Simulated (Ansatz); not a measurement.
**A self-consistent single point of a (001) slab of BaTiO3 (cut from a parent of space group no. 221; 10 atoms in the cell) with Ansatz (an electronic-structure program)**

Method: PBE (plane waves, PAW; Ansatz).

Input as run:

Ansatz 0.2 input:
```yaml
crystal:
  lattice:
    - [4.012000, 0.000000, 0.000000]
    - [0.000000, 4.012000, 0.000000]
    - [0.000000, 0.000000, 20.018004]
  atoms:
    - { symbol: Ba, position: [0.000000, 0.000000, 0.449895] }
    - { symbol: Ti, position: [0.500000, 0.500000, 0.349685] }
    - { symbol: O, position: [0.500000, 0.000000, 0.349685] }
    - { symbol: O, position: [0.000000, 0.500000, 0.349685] }
    - { symbol: O, position: [0.500000, 0.500000, 0.449895] }
    - { symbol: Ba, position: [0.000000, 0.000000, 0.650315] }
    - { symbol: Ti, position: [0.500000, 0.500000, 0.550105] }
    - { symbol: O, position: [0.500000, 0.000000, 0.550105] }
    - { symbol: O, position: [0.000000, 0.500000, 0.550105] }
    - { symbol: O, position: [0.500000, 0.500000, 0.650315] }
basis:
  ecutwfc: 420.0
kpoints:
  mp_grid:
    grid: [6, 6, 1]
hamiltonian:
  xc: pbe
  pseudopotentials:
    kind: paw
scf:
  occupations:
    method: fermi_dirac
    width: 0.01
output:
  forces: true
  eigenvalues: true
  stress: true
```

Log, with long lists cut:

```
WARN ansatz: RAYON_NUM_THREADS=1 ignored (pool sized by the plan → 1); use --threads N
Pseudopotentials: kind: paw
Pseudopotential: Ba, paw, valence charge 10
Pseudopotential: Ti, paw, valence charge 12
Pseudopotential: O, paw, valence charge 6
Crystal: 10 atoms, lattice volume = 322.213 Å³
Basis set: ecut = 420 eV, 6275 PW (Γ), exchange–correlation on 54×54×270 points (8 copies of the dense FFT grid, shifted against one another)
Bands: 50, of which v1, the nominal top of the filled ones, is band 40 counted from 1 (39 counted from 0)
Symmetry: 8 space group operations
Space group: P4mm (ITA 99), of the structure as read, at distance tolerance 6.9e-5 Å
k-points: 10 of 36
Initial density: superposition of atomic densities (neutral atoms: chi_scale 0, normalization atom), corrected by the library's trained network
Initial wavefunctions: pseudopotential atomic-orbital guess
Eigensolver: davidson
Functional: x = pbe(κ = 0.804, μ = 0.2195149727645171), c = pbe(β = 0.06672455060314922)
SCF iter   1: F=—  HF=-20317.088971 eV  |F-HF|=—  |Δ(HF+E_count)|=         —  Δρ=1.92e-3  dr2=8.99e-2  ethr=1.77e-3  ⟨swp⟩=8.2  Hψ=2284  notcnv=0
all-band conjugate gradients solve this SCF's bands
preconditioner: auto → Resta (q_TF=auto, 2.163 Å⁻¹)
SCF iter   2: F=—  HF=-20317.079605 eV  |F-HF|=—  |Δ(HF+E_count)|=   9.37e-3  Δρ=1.71e-3  dr2=1.58e-2  ethr=1.12e-4  ⟨swp⟩=3.6  Hψ=863  notcnv=0  defer=18
SCF iter   3: F=—  HF=-20317.078975 eV  |F-HF|=—  |Δ(HF+E_count)|=   6.31e-4  Δρ=1.67e-3  dr2=1.07e-2  ethr=1.98e-5  ⟨swp⟩=3.2  Hψ=1025  notcnv=0  defer=18
SCF iter   4: F=—  HF=-20317.077794 eV  |F-HF|=—  |Δ(HF+E_count)|=   1.18e-3  Δρ=4.38e-4  dr2=9.44e-4  ethr=1.34e-5  ⟨swp⟩=2.9  Hψ=800  notcnv=0  defer=18
SCF iter   5: F=—  HF=-20317.077760 eV  |F-HF|=—  |Δ(HF+E_count)|=   3.32e-5  Δρ=2.27e-4  dr2=2.43e-4  ethr=1.18e-6  ⟨swp⟩=2.8  Hψ=843  notcnv=0  defer=18
SCF iter   6: F=—  HF=-20317.077744 eV  |F-HF|=—  |Δ(HF+E_count)|=   1.58e-5  Δρ=1.14e-4  dr2=4.91e-5  ethr=3.03e-7  ⟨swp⟩=2.0  Hψ=889  notcnv=0  defer=18
SCF iter   7: F=—  HF=-20317.077073 eV  |F-HF|=—  |Δ(HF+E_count)|=   6.71e-4  Δρ=4.84e-5  dr2=8.41e-6  ethr=6.14e-8  ⟨swp⟩=2.0  Hψ=898  notcnv=0  defer=18
SCF iter   8: F=—  HF=-20317.077073 eV  |F-HF|=—  |Δ(HF+E_count)|=   2.47e-8  Δρ=2.29e-5  dr2=1.70e-6  ethr=1.05e-8  ⟨swp⟩=2.0  Hψ=738  notcnv=0  defer=18
SCF iter   9: F=—  HF=-20317.077074 eV  |F-HF|=—  |Δ(HF+E_count)|=   7.56e-7  Δρ=5.98e-6  dr2=1.07e-7  ethr=2.12e-9  ⟨swp⟩=2.2  Hψ=715  notcnv=0  defer=18
SCF iter  10: F=-20317.077074 eV  HF=-20317.077074 eV  |F-HF|=2.95e-9  |Δ(HF+E_count)|=   8.35e-8  Δρ=1.79e-6  dr2=9.35e-9  ethr=1.25e-10  ⟨swp⟩=15.3  Hψ=2287  notcnv=0
SCF 1 converged in 10 iterations: F = -20317.077074 eV  dr2 = 9.35e-9
SCF converged after 10 iterations
Free energy (F): -20317.077074 eV
Harris-Foulkes:  -20317.077074 eV  (|F-HF|=2.95e-9)
Internal energy: -20317.077074 eV  (E = F + TS)
E sigma→0 (E₀):  -20317.077074 eV
Fermi energy:    2.780480 eV
--- Per-component energies (eV) ---
  E_band       = -982.804938
  E_kinetic    = 1926.665070
  E_local      = -48643.943711  (includes V_loc(G=0)·N_el)
  E_nonlocal   = 407.154259
  E_hartree    = 23514.754119
  E_xc         = -978.362582
  E_vxc        = -1085.937477  (∫ρ·V_xc dr)
  E_paw        = -13487.705980  (= ΣΔE_a)
  E_vpaw       = -616.265105  (= ΣTr[D̂ρ^β])
  E_aug_tail   = 0.014723  (compensation charges beyond the density's cutoff)
  E_ewald      = 16944.347029
  E_smearing   = -0.000000  (= −TS)
  E_closure    = 0.000000  (closes the sum)
  Σ components = -20317.077074   (vs F -20317.077074, Δ=0.00e0)
--- Forces (eV/Å), atoms counted from 1 ---
  atom   1  Ba    -0.00000000     0.00000000    -0.80337167
  atom   2  Ti     0.00000000     0.00000000     2.49172509
  atom   3  O      0.00000000     0.00000000    -0.55997776
  atom   4  O      0.00000000     0.00000000    -0.55997776
  atom   5  O      0.00000000     0.00000000    -1.12240813
  atom   6  Ba    -0.00000000     0.00000000    -0.49591355
  atom   7  Ti    -0.00000000     0.00000000     1.32618078
  atom   8  O     -0.00000000     0.00000000     0.16496635
  atom   9  O      0.00000000     0.00000000     0.16496635
  atom  10  O      0.00000000     0.00000000    -0.60623648
  max |Σ_I F_I| component: 4.68e-5 eV/Å
--- Stress (GPa, compression-positive) ---
       -2.884141       0.000000      -0.000000
        0.000000      -2.884141       0.000000
        0.000000       0.000000      -1.937433
  P = ⅓ Tr σ = -2.5686 GPa (-25.686 kbar)
  The stress holds the Pulay correction. Without it, at fixed plane waves, as pw.x and ABINIT print it: P = -2.7895 GPa
--- Band table (eV; the first three rows and the last of 10) ---
  k-point 0: bands = ["-55.1883", "-55.0491", "-31.5717", "-31.2919", "-31.2919", "-31.2886", "-31.2886", "-31.2555", "-24.2888", "-22.9895", "-15.5468", "-14.9235", "-14.7741", "-14.5518", "-14.1013", "-13.8253", "-9.5255", "-9.2464", "-9.2464", [...]
  k-point 1: bands = ["-55.1881", "-55.0488", "-31.5712", "-31.3031", "-31.3011", "-31.2915", "-31.2881", "-31.2548", "-24.2709", "-22.9655", "-15.4727", "-14.9273", "-14.7533", "-14.5020", "-14.0736", "-13.8937", "-9.5401", "-9.2175", "-9.2127", [...]
  k-point 2: bands = ["-55.1878", "-55.0484", "-31.5702", "-31.3267", "-31.3247", "-31.2906", "-31.2871", "-31.2534", "-24.2345", "-22.9167", "-15.4012", "-14.9248", "-14.6861", "-14.3874", "-14.0215", "-13.9722", "-9.5505", "-9.1770", "-9.1435", [...]
  k-point 9: bands = ["-55.1869", "-55.0474", "-31.5678", "-31.3361", "-31.3361", "-31.3336", "-31.3336", "-31.2505", "-24.1591", "-22.8210", "-14.8741", "-14.6572", "-14.6572", "-13.9078", "-13.9078", "-13.9001", "-9.7538", "-9.7538", "-9.6920", [...]
```

The run converged in 10 iterations.

The starting cell has typed, rounded lattice constants, without a prior relaxation at this level. The slab is cut from that crystal, and its faces are unrelaxed. Its lattice was rescaled by up to half a per cent. Spin polarisation is off, though cut faces can carry moments; a gap of a slab can lie between surface states. The two faces of this cut differ, and no dipole correction was used. Forces in this geometry exceed 1 eV/Å.
